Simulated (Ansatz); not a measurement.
BN (model structure, within 0.1 Å of P6/mmm, No. 191, 6 atoms in the cell), treated with LDA in Ansatz (plane waves, PAW).

Settings: plane-wave cutoff 520 eV, 12×12×6 k mesh (along the axes of the cell as run), Fermi–Dirac smearing 0.01 eV, scalar-relativistic PAW data made under PBE.

Cell (relaxed with PBE-D3(BJ)):

Space group P6/mmm (No. 191); a = 3.7352 Å, b = 3.7352 Å, c = 2.6175 Å, α = 90.00°, β = 90.00°, γ = 120.00°

| atom | site | symmetry | x | y | z |
|---|---|---|---|---|---|
| B | 1b | 6/mmm | 0.0000 | 0.0000 | 0.5000 |
| N | 1a | 6/mmm | 0.0000 | 0.0000 | 0.0000 |
(The calculation used a cell of 6 atoms; values per cell refer to that cell.)

Problem. Predict the band gap, smallest direct gap on the k points sampled and direct gap at Γ.

Solution. 
band gap: 2.40 eV (indirect)
smallest direct gap on the k points sampled: 2.57 eV
direct gap at Γ: 4.93 eV

Note: cell and atoms aren't relaxed at this level (pressure -1.9 GPa).

Computed values are for the static lattice.

Computing time: around 30 core-seconds (rough).

A model structure was made by putting elements into a prototype or built by hand; it is no filed structure, need not be a known phase, and can be a saddle point held by its symmetry.

Ansatz is an electronic-structure program.
